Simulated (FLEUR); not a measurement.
FLEUR run on SrZn2Ge2 (I4/mmm, 5 atoms in the cell): self-consistent single point.

Level of theory: FLEUR with PBEsol, all-electron FLAPW (FLEUR), scalar-relativistic valence.

The change in words: lattice scaled by 0.98. Reference geometry:
```xyz
5
Lattice="-2.1519 2.1519 5.1593 2.1519 -2.1519 5.1593 2.1519 2.1519 -5.1593" Properties=species:S:1:pos:R:3 pbc="T T T"
Sr     0.0000     0.0000     0.0000
Zn     2.1519     0.0000     2.5797
Zn     0.0000     2.1519     2.5797
Ge     0.0000     0.0000     6.4018
Ge     0.0000     0.0000     3.9169
```

Reference input (self-consistent single point, DFT, PBEsol, all-electron FLAPW (FLEUR), scalar-relativistic valence): Kmax = 3.8 1/bohr; GmaxXC = 11.4 1/bohr; xcFunctional = PBEs; jspins = 1; l_soc = F; mode = hist; fermiSmearingEnergy = 0.00367493 Htr; mesh (inpgen div1-3) = 6 6 6; inpgen gamma flag = true; Gmax = 11.4 1/bohr; numbands = 0; maxIterBroyd = 15. This run's input differs from it in these lines:

```diff
@@ -3,5 +3,5 @@
 &input film=f /
--4.0665092065 4.0665092065 9.7497584811
-4.0665092065 -4.0665092065 9.7497584811
-4.0665092065 4.0665092065 -9.7497584811
+-3.9851791735 3.9851791735 9.5547633115
+3.9851791735 -3.9851791735 9.5547633115
+3.9851791735 3.9851791735 -9.5547633115
 1.0
@@ -47,5 +47,5 @@
          <bravaisMatrix>
-            <row-1>   -4.0665092065000001     4.0665092065000001     9.7497584811000007</row-1>
-            <row-2>    4.0665092065000001    -4.0665092065000001     9.7497584811000007</row-2>
-            <row-3>    4.0665092065000001     4.0665092065000001    -9.7497584811000007</row-3>
+            <row-1>   -3.9851791735000002     3.9851791735000002     9.5547633115000004</row-1>
+            <row-2>    3.9851791735000002    -3.9851791735000002     9.5547633115000004</row-2>
+            <row-3>    3.9851791735000002     3.9851791735000002    -9.5547633115000004</row-3>
          </bravaisMatrix>
```

Output (repeated stretches shortened):

```
 Iteration:     1   Distance:       9.53717475 me/bohr^3
 Iteration:     2   Distance:       7.65850854 me/bohr^3
 Iteration:     3   Distance:       4.13833727 me/bohr^3
 Iteration:     4   Distance:       3.71962819 me/bohr^3
 Iteration:     5   Distance:       1.11795017 me/bohr^3
   [... 10 lines left out ...]
 Iteration:    16   Distance:       0.00016845 me/bohr^3
 Iteration:    17   Distance:       0.00005919 me/bohr^3
 Iteration:    18   Distance:       0.00001484 me/bohr^3
 Iteration:    19   Distance:       0.00000656 me/bohr^3
 Reset of history
 Run finished successfully
 Stop message:
   Structural relaxation: new displacements generated

[file out, last iteration]
             iter=     20
[...]
          total density-effective poten   -1.7538110276E+04
          total charge density-energy d   -4.0043812547E+02
 Updated energy parameters for spin:           1
[...]
 fermi energy and band-weighting factors:

[...]
FERMIE:
          first approx. to ef    (T=0)  :   0.327356 htr   (energy of the highest occ. eigenvalue)
          number of occ. states  (T=0)  :        931
          first approx. to seigv (T=0)  : -12.768061 htr
          sum of weights of occ. states :  31.004630
          sum of semicore charge        :   0.000000 e
FERHIS:  Fermi-Energy by histogram:
          bandgap                     :   0.005439 htr
   [... lines left out ...]
          charge neutrality (T=0)     :   0.009259    (zero if the highest occ. eigenvalue is "entirely" occupied)
     EF_NEWTON:  Adjust Fermi-Energy by Newton-Method.
 Direct bandgap for spin            1 :    1.7981436637744430E-002  Htr
 ---->    free energy=                    -10962.5921249746 htr
   [... lines left out ...]
 TOTAL FORCE FOR ATOM TYPE=  1  X=  0.000   Y=  0.000   Z=  0.000
                       FX_TOT= 0.000000 FY_TOT= 0.000000 FZ_TOT= 0.000000
 TOTAL FORCE FOR ATOM TYPE=  2  X=  0.000   Y=  3.985   Z= -4.777
                       FX_TOT= 0.000000 FY_TOT= 0.000000 FZ_TOT= 0.000000
 TOTAL FORCE FOR ATOM TYPE=  3  X=  0.000   Y=  0.000   Z= -7.254
                       FX_TOT= 0.000000 FY_TOT= 0.000000 FZ_TOT=-0.001557
```

The run converged in 19 iterations. FLEUR gives forces in its relaxation mode, with a further iteration, so its stop message speaks of a relaxation. Against the reference run the free energy goes up by 34.8 meV/atom.

The starting cell comes from a database of computed structures (which also holds hypothetical and non-ambient phases and stackings), without a prior relaxation at this level. Its lattice was rescaled by a random factor within 2.5 % of one. For this run, on top of that: lattice scaled by 0.98. Values depend on the basis (sphere radii, cutoffs, local orbitals), which need not be converged. The log's line on a gap gives a spacing of levels on this mesh, which the program prints for metals too.

Cost on one core of a shared machine: roughly 5 min.
